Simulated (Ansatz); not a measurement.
Migration barriers of interstitials in nitrides: PBE bands (Ansatz, a first-principles code, plane waves to 420 eV, PAW, climbing-image NEB) beside r2SCAN single points (500 eV) at the PBE geometries. Forward barriers of single hops from the lowest site run, static nuclei, no finite-size correction. The rows are a random draw from the bands that converged and passed our checks of state and shape. Saddle orders were checked for a part of the study's bands only and are not shown. Charge states are imposed.

```tsv
Defect	Route	Hop (Å), direction in the unit cell	End over start, densest mesh run (eV)	Cell and PBE mesh	r2SCAN k-points	PBE (eV)	r2SCAN (eV)
interstitial Al in beta Si3N4, charge +3	Al moves farthest	1.46 along (0.00, 0.00, 0.50)	0.00	84 sites, Γ	same mesh	0.23	0.22
interstitial Cu in wurtzite GaN, charge +1	Cu moves farthest	2.63 along (0.00, 0.00, -0.50)	0.00	72 sites, one k-point at (0.125, 0.250, 0.250)	same mesh	1.15	1.14
interstitial Zn in zinc-blende AlN, charge +2	Al moves farthest	1.87 along (0.00, -0.42, 0.00)	0.04	64 sites, Γ	same mesh	1.69	?
interstitial Al in wurtzite AlN, charge +3	Al moves farthest	0.66 along (0.02, 0.01, 0.13)	0.11	72 sites, Γ	same mesh	0.19	?
interstitial Zn in zinc-blende GaN, charge +2	Zn moves farthest	3.21 along (0.50, 0.00, -0.50)	0.00	64 sites, one k-point at (0.250, 0.250, 0.250)	same mesh	1.44	1.56
interstitial Ga in wurtzite GaN, charge +3	Ga moves farthest	2.29 along (0.28, 0.65, 0.27)	0.00	72 sites, one k-point at (0.125, 0.250, 0.250)	same mesh	1.47	1.55
interstitial Zn in wurtzite AlN, charge +2	Zn moves farthest	2.50 along (0.00, 0.00, -0.50)	0.00	72 sites, Γ	same mesh	1.79	1.82
interstitial B in rock-salt TiN, charge 0	B moves farthest	2.11 along (0.00, 0.50, 0.00)	0.00	64 sites, 2×2×2 shifted	same mesh	1.27	1.15
```

Problem. What belongs in the gaps?

Solution. 
- interstitial Zn in zinc-blende AlN, charge +2, r2SCAN (eV): 1.91
- interstitial Al in wurtzite AlN, charge +3, r2SCAN (eV): 0.21
